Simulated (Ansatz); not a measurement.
Consider MgB₂ (space group P6/mmm, No. 191; relaxed with 0.1 eV smearing).

```xyz
3
Lattice="3.0753 0.0000 0.0000 -1.5377 2.6633 0.0000 0.0000 0.0000 3.5248" Properties=species:S:1:pos:R:3 pbc="T T T"
Mg     0.0000     0.0000     0.0000
B      1.5377     0.8878     1.7624
B      0.0000     1.7755     1.7624
```

The values are results of Ansatz (a first-principles code) PBE, scalar-relativistic without spin-orbit coupling, not measurements.

For the base:

```
Quantity    Value
--------  -------
Band gap     zero
Pressure  0.0 GPa
```

Modification: the cell is scaled by 0.9750 in all directions, atoms relaxed at fixed cell.

Estimate the effect on the energy relative to the base.

The energy goes up by 27 meV/atom.

Estimate the effect on the band gap.

The band gap remains zero.

How does this affect the pressure?

The pressure (mean of the normal stresses, compression positive) goes from zero to 13.2 GPa.

The cells carry an imposed strain or load. No phonon test of stability was made. The final runs are not spin-polarised.
